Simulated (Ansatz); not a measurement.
System: KH2N (P2₁/m, No. 11; cell taken from a computed entry). Method: LDA (plane waves, PAW; Ansatz, a first-principles code).

Numerical settings: plane-wave cutoff 500 eV, 10×10×8 k mesh (along the axes of the cell as run), gaussian smearing 0.02 eV, scalar-relativistic PAW data made under PBE.

Cell (relaxed at this level):

```
KH2N
1.0
    4.40298     0.00000    -0.06493
    0.00000     3.60187     0.00000
   -0.64326     0.00000     5.93103
K H N
2 4 2
Direct
  0.21686   0.75000   0.31118
  0.78314   0.25000   0.68882
  0.68371   0.47098   0.11811
  0.31629   0.52902   0.88189
  0.31629   0.97098   0.88189
  0.68371   0.02902   0.11811
  0.71282   0.25000   0.22940
  0.28718   0.75000   0.77060
```

Predict the band gap.


- band gap: 2.31 eV (on the SCF k mesh)

Note: the relaxation could not lower the start's symmetry, so the cell can be a saddle point above a distorted one.

The computed numbers hold no vibrational or temperature effects.
